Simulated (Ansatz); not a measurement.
The parent structure is TaN in the rock salt structure (space group Fm-3m, No. 225; a = 4.3746 Å).

The values are results of Ansatz (a program for electronic structure) PBEsol, no SOC, earlier PAW set, not measurements.

Before the change:

The lattice parameter a comes out as 4.375 Å.

Perturbation: Hf takes the place of Ta on all its sites; the structure is relaxed again.

Tabulated Pauling electronegativity and covalent radius: Ta 1.50, 1.70 Å; Hf 1.30, 1.75 Å.

Problem. What happens to the lattice parameter a?

Solution. The lattice parameter a grows by 0.127 Å to 4.502 Å.

Stability against distortions was not tested. The final runs are not spin-polarised. An odd electron count without spin: HfN. This is not the structure that TaN has at room temperature and ambient pressure.
